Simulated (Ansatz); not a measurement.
L1₂ (Cu3Au-type) Pt3Ti was calculated with PBEsol in Ansatz (plane waves, PAW).

Settings: plane-wave cutoff 520 eV, 16×16×16 k mesh, Fermi–Dirac smearing 0.032 eV (set by the program), no spin polarisation, scalar-relativistic PAW data made under PBE.

The cell has the measured lattice: a = b = c = 3.916 Å, α = β = γ = 90.00°.

Question: Predict the elastic constant C12, elastic constant C44, polycrystal shear modulus (Hill average) and elastic constant C11.

Answer: 
- elastic constant C12 = 190 GPa
- elastic constant C44 = 148 GPa
- polycrystal shear modulus (Hill average) = 120 GPa
- elastic constant C11 = 368 GPa

Note: the cell isn't this level's own, so it is under some stress, which shifts stiffness and frequencies.

Elastic constants are with the ions relaxed.

Spin–orbit coupling is not included.

Static lattice: no zero-point or thermal effects.

Ansatz is an electronic-structure program.
